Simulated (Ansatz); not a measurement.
# Rb₂MnF₅ (space group P4/mmm, No. 123; ferromagnetic; a cell from a computed database, its experimental status unchecked)

```
CELL_PARAMETERS angstrom
      6.01932     0.00000     0.00000
      0.00000     6.01932     0.00000
      0.00000     0.00000     4.17963
ATOMIC_POSITIONS crystal
  Rb 0.00000 0.50000 0.50000
  Rb 0.50000 0.00000 0.50000
  Mn 0.00000 0.00000 0.00000
  F  0.00000 0.00000 0.50000
  F  0.78006 0.78006 0.00000
  F  0.21994 0.21994 0.00000
  F  0.21994 0.78006 0.00000
  F  0.78006 0.21994 0.00000
```

Method: Ansatz (a program for electronic structure) PBEsol+U (U_eff on d states: Mn 3.90 eV), no spin-orbit coupling. Γ-centred 6×6×8 mesh, Fermi–Dirac width 0.05 eV.

The volume per atom is 18.93 Å³, the density comes out as 3.52 g/cm³ and the band gap comes out as 1.18 eV, direct at A. The magnetic state comes out as ferromagnetic and the total energy comes out as -1788.844 eV/atom (σ→0; compares only within this code and set-up).

Other magnetic orders, which the real material may have, were not ruled out. Stability against distortions was not tested. The U values are a database's picks, fitted on other projectors than the ortho-atomic ones used here.
